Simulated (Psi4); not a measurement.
Psi4 1.11, unrestricted B3LYP/def2-svp: Si(Me)(OEt)2(H) anion (CCO[SiH](C)OCC), charge -1, multiplicity 2, 22 atoms. The geometry is a generated start, not checked to be a minimum at this level.

- task = energy
- method = b3lyp
- basis = def2-svp
- memory = 3 GB
- maxiter = 100
- keys of the molecule block = symmetry c1
- scf_type = df (default)
- e_convergence = 1e-06 (default)
- d_convergence = 1e-06 (default)
- dft_radial_points = 75 (default)
- dft_spherical_points = 302 (default)
- basis functions = 186
- grid points = 466106

```xyz
22

Si     0.1151    -1.2697     0.5148
C     -0.5899    -2.5890    -0.6441
O     -0.9608    -0.1696     1.0514
C     -1.8339     0.6706     0.3418
C     -2.5698     1.5768     1.3186
O      1.3077    -0.6400    -0.3961
C      2.1669     0.4244    -0.0844
C      2.7690     0.9866    -1.3644
H      0.5494    -1.7349     1.8255
H     -1.0514    -2.1509    -1.5257
H     -1.3468    -3.1715    -0.1302
H      0.1800    -3.2726    -0.9838
H     -1.2668     1.2729    -0.3800
H     -2.5525     0.0599    -0.2185
H     -3.1334     0.9743     2.0254
H     -3.2519     2.2297     0.7803
H     -1.8579     2.1823     1.8729
H      1.6185     1.2050     0.4556
H      2.9610     0.0536     0.5753
H      1.9879     1.3994    -1.9982
H      3.4861     1.7691    -1.1259
H      3.2735     0.1938    -1.9103
```

Charge -1 and multiplicity 2 are set for this test and not shown to be the ground state.

With the defaults (diis = true, scf_initial_accelerator = adiis, damping_percentage = 0, level_shift = 0, level_shift_cutoff = 0.01, diis_max_vecs = 10, guess = auto, which took SAD, diis_start = 1) it converges in 11 SCF iterations. One run each on 2 threads, with these changes:
- level_shift = 0.5, level_shift_cutoff = 0.001
- diis_max_vecs = 20
- guess = sapgau
- guess = gwh
- diis_start = 4
- diis = false, scf_initial_accelerator = none, damping_percentage = 60
- diis_max_vecs = 6
- damping_percentage = 60
- guess = core

Task: Which runs fail or end elsewhere than the default run?

Result: No convergence: diis = false, scf_initial_accelerator = none, damping_percentage = 60 (the run ends without SCF convergence in 100 iterations). The rest reach the solution of the defaults.

| setting | SCF iterations | end |
|---|---|---|
| the defaults | 11 | same solution |
| diis_max_vecs = 20 | 11 | same solution |
| diis_max_vecs = 6 | 11 | same solution |
| level_shift = 0.5, level_shift_cutoff = 0.001 | 12 | same solution |
| guess = sapgau | 12 | same solution |
| guess = core | 17 | same solution |
| guess = gwh | 18 | same solution |
| diis_start = 4 | 18 | same solution |
| damping_percentage = 60 | 56 | same solution |
| diis = false, scf_initial_accelerator = none, damping_percentage = 60 | 100 | no convergence |
